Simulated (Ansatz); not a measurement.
## NaMgF3 in the cubic perovskite structure (space group Pm-3m, No. 221; a cell from a computed database, its experimental status unchecked)

```xyz
5
Lattice="3.8874 0.0000 0.0000 0.0000 3.8874 0.0000 0.0000 0.0000 3.8874" Properties=species:S:1:pos:R:3 pbc="T T T"
Na     0.0000     0.0000     0.0000
Mg     1.9437     1.9437     1.9437
F      1.9437     1.9437     0.0000
F      0.0000     1.9437     1.9437
F      1.9437     0.0000     1.9437
```

Calculations: Kohn–Sham DFT with the r2SCAN functional, run in Ansatz (a program for electronic structure) with PAW and 500 eV plane waves, no spin-orbit coupling. k-mesh 9×9×9 (Γ-centred); smearing 0.05 eV (Fermi–Dirac).

| Quantity | Result |
|---|---|
| Volume per atom | 11.75 Å³ |
| Density | 2.95 g/cm³ |
| Band gap | 7.07 eV, indirect, R → Γ |
| Electron mass | 0.56 mₑ |
| Lowest conduction-band minima above the VBM | Γ 7.07 eV |
| Total energy | -1170.580 eV/atom (σ→0; compares only within this code and set-up) |

Effective masses come from finite differences of ±0.01 Å⁻¹. Whether these cells are dynamically stable was not tested. Many cubic perovskites are stable only at high temperature; tilts and polar distortions were not tested.
